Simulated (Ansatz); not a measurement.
Given:

Host crystal: 3C silicon carbide, with a band gap (PBE, scalar-relativistic without spin-orbit coupling).

End structure of OH on the 1x1 (110) surface of 3C silicon carbide (cut with top plane C + Si), one in a 2x2 cell, started at the site 'top Si':

```yaml
crystal:
  lattice:
    - [6.19426, 0.00000, 0.00000]
    - [0.00000, 8.76000, 0.00000]
    - [0.00000, 0.00000, 27.00000]
  atoms:
    - { symbol: C, position: [0.00000, 0.36841, 0.35704] }
    - { symbol: C, position: [0.00000, 0.86841, 0.35704] }
    - { symbol: C, position: [0.50000, 0.36841, 0.35704] }
    - { symbol: C, position: [0.50000, 0.86841, 0.35704] }
    - { symbol: Si, position: [0.25000, 0.27125, 0.36602] }
    - { symbol: Si, position: [0.25000, 0.77125, 0.36602] }
    - { symbol: Si, position: [0.75000, 0.27125, 0.36602] }
    - { symbol: Si, position: [0.75000, 0.77125, 0.36602] }
    - { symbol: C, position: [0.25000, 0.11854, 0.41341] }
    - { symbol: C, position: [0.25000, 0.61854, 0.41341] }
    - { symbol: C, position: [0.75000, 0.11854, 0.41341] }
    - { symbol: C, position: [0.75000, 0.61854, 0.41341] }
    - { symbol: Si, position: [0.00000, 0.99658, 0.41191] }
    - { symbol: Si, position: [0.00000, 0.49658, 0.41191] }
    - { symbol: Si, position: [0.50000, 0.99658, 0.41191] }
    - { symbol: Si, position: [0.50000, 0.49658, 0.41191] }
    - { symbol: C, position: [0.00000, 0.37268, 0.47117] }
    - { symbol: C, position: [0.00000, 0.87268, 0.47117] }
    - { symbol: C, position: [0.50000, 0.37268, 0.47117] }
    - { symbol: C, position: [0.50000, 0.87268, 0.47117] }
    - { symbol: Si, position: [0.25000, 0.24764, 0.47189] }
    - { symbol: Si, position: [0.25000, 0.74764, 0.47189] }
    - { symbol: Si, position: [0.75000, 0.24764, 0.47189] }
    - { symbol: Si, position: [0.75000, 0.74764, 0.47189] }
    - { symbol: C, position: [0.25000, 0.12073, 0.52846] }
    - { symbol: C, position: [0.25027, 0.62317, 0.52888] }
    - { symbol: C, position: [0.74964, 0.12172, 0.52864] }
    - { symbol: C, position: [0.75008, 0.62297, 0.52890] }
    - { symbol: Si, position: [0.99900, 0.99685, 0.52811] }
    - { symbol: Si, position: [0.00045, 0.49823, 0.52802] }
    - { symbol: Si, position: [0.50068, 0.99540, 0.52913] }
    - { symbol: Si, position: [0.50011, 0.49825, 0.52792] }
    - { symbol: C, position: [0.99994, 0.36777, 0.58618] }
    - { symbol: C, position: [0.99983, 0.86796, 0.58684] }
    - { symbol: C, position: [0.50124, 0.36751, 0.58608] }
    - { symbol: C, position: [0.49948, 0.87266, 0.58733] }
    - { symbol: Si, position: [0.25150, 0.24699, 0.58618] }
    - { symbol: Si, position: [0.25214, 0.74814, 0.58821] }
    - { symbol: Si, position: [0.75070, 0.24445, 0.58780] }
    - { symbol: Si, position: [0.74723, 0.74776, 0.58801] }
    - { symbol: C, position: [0.25378, 0.11085, 0.63895] }
    - { symbol: C, position: [0.24884, 0.61460, 0.64183] }
    - { symbol: C, position: [0.75023, 0.11985, 0.64251] }
    - { symbol: C, position: [0.74800, 0.61813, 0.64315] }
    - { symbol: Si, position: [0.99470, 0.01994, 0.63438] }
    - { symbol: Si, position: [0.99772, 0.52011, 0.63350] }
    - { symbol: Si, position: [0.50738, 0.00006, 0.64621] }
    - { symbol: Si, position: [0.49960, 0.51935, 0.63338] }
    - { symbol: O, position: [0.49703, 0.89900, 0.69757] }
    - { symbol: H, position: [0.57307, 0.80131, 0.69550] }
```

Slab: 50 atoms, 7.7 Å thick at the start under the adsorbate (thin: gaps and levels are the slab's own); k 3x3x1, smearing 0.01 eV, dipole-corrected; single point; no symmetry held, on the structure that PBE left; spin-polarised, ending with about 1.0 μB a cell; orders that need a larger cell were not tried, no spin-orbit, no U, no dispersion correction. The program's check for a lower electronic state was not made. At the end it is bonded to Si. In PBE it is, or lies within 0.03 eV of, the lowest of the starts that converged; the order may differ at this level.

A negative adsorption energy means that the adsorbate is more stable on the surface than in its reference.

Question: What adsorption energy against H2O(g) − ½ H2(g) at the same level does r2SCAN, at the PBE geometry and the start's symmetry in Ansatz (an electronic-structure program) give?

Answer: -1.42 eV

Question: Estimate the change of the step from the bottom to the top vacuum level, against the clean slab that r2SCAN, at the PBE geometry and the start's symmetry returns for this input.

Answer: 0.26 eV
